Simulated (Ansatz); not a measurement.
Take CdSe in the wurtzite structure (space group P6_3mc, No. 186; a = 4.340 Å, c = 7.078 Å) as the base.

Method: Kohn–Sham DFT with the r2SCAN functional, run in Ansatz (an electronic-structure program) with PAW and 500 eV plane waves, scalar-relativistic without spin-orbit coupling.

For the base:

| Quantity | Result |
|---|---|
| Valence-band top at Γ | 0.00, 0.00, -0.04 eV |

The change: a hydrostatic pressure of 3 GPa.

Q: What happens to the valence-band top at Γ and mean gap deformation potential ΔEg/Δln V?

A: The valence-band top at Γ (three highest levels, from the VBM) goes from 0.00, 0.00, -0.04 eV to 0.00, 0.00, -0.06 eV; the mean gap deformation potential ΔEg/Δln V comes out as -2.3 eV.

Load acts through the strain it causes; cell and atoms are relaxed under it. Whether these cells are dynamically stable was not tested. Measured, CdSe leaves this structure (for rock salt) near 2.72 GPa (temperature not stated; as listed in Datta, Sujoy, Jana, Debnarayan, arXiv (2020)), on rising pressure, with hysteresis.
